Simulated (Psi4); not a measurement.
Psi4 1.11, unrestricted PBE/def2-svp: C[CH]B(CC)CC, charge 0, multiplicity 2, 21 atoms. The geometry is a generated start, not checked to be a minimum at this level.

```
Item                                 Result
--------------------------  ---------------
task                                 energy
method                                  pbe
basis                              def2-svp
memory                                 3 GB
maxiter                                 100
keys of the molecule block      symmetry c1
scf_type                       df (default)
diis_max_vecs                  10 (default)
e_convergence               1e-06 (default)
d_convergence               1e-06 (default)
dft_radial_points              75 (default)
dft_spherical_points          302 (default)
basis functions                         168
grid points                          443022
```

```xyz
21

C     -2.1160    -1.7306     0.3064
C     -1.5284    -0.4015     0.0239
B     -0.0598    -0.0435    -0.0513
C      0.4149     1.4774    -0.0743
C     -0.6754     2.5464    -0.1619
C      1.0340    -1.2020    -0.1533
C      2.4923    -0.7927     0.0559
H     -1.3619    -2.4745     0.5469
H     -2.8305    -1.6677     1.1336
H     -2.6891    -2.0782    -0.5574
H     -2.2864     0.3550    -0.1553
H      1.0982     1.6185    -0.9166
H      1.0197     1.6793     0.8139
H     -1.2628     2.4200    -1.0700
H     -0.2388     3.5448    -0.1811
H     -1.3451     2.4873     0.6924
H      0.9516    -1.6702    -1.1410
H      0.8019    -1.9999     0.5588
H      3.1558    -1.6517    -0.0437
H      2.6303    -0.3697     1.0492
H      2.7956    -0.0465    -0.6752
```

Charge 0 and multiplicity 2 are set for this test and not shown to be the ground state.

With the defaults (diis = true, scf_initial_accelerator = adiis, damping_percentage = 0, soscf = false, soscf_start_convergence = 0.01, level_shift = 0, level_shift_cutoff = 0.01, guess = auto, which took SAD, diis_start = 1) it converges in 10 SCF iterations. One run each on 2 threads, with these changes:
- guess = sapgau
- level_shift = 0.1, level_shift_cutoff = 0.001
- scf_initial_accelerator = ediis
- diis_start = 4
- diis = false, scf_initial_accelerator = none, damping_percentage = 60
- level_shift = 0.5, level_shift_cutoff = 0.001
- soscf = true
- damping_percentage = 20
- soscf = true, soscf_start_convergence = 0.001

Which runs fail or end elsewhere than the default run?

No convergence: diis = false, scf_initial_accelerator = none, damping_percentage = 60 (the run ends without SCF convergence in 100 iterations). The rest reach the solution of the defaults.

| setting | SCF iterations | JK calls | end |
|---|---|---|---|
| soscf = true | 7 | 23 | same solution |
| soscf = true, soscf_start_convergence = 0.001 | 8 | 19 | same solution |
| the defaults | 10 | 11 | same solution |
| level_shift = 0.5, level_shift_cutoff = 0.001 | 10 | 11 | same solution |
| level_shift = 0.1, level_shift_cutoff = 0.001 | 10 | 11 | same solution |
| scf_initial_accelerator = ediis | 10 | 11 | same solution |
| guess = sapgau | 12 | 12 | same solution |
| diis_start = 4 | 17 | 18 | same solution |
| damping_percentage = 20 | 24 | 25 | same solution |
| diis = false, scf_initial_accelerator = none, damping_percentage = 60 | 100 | 101 | no convergence |

An SOSCF iteration holds several JK calls; a Hückel guess adds calls on atoms.
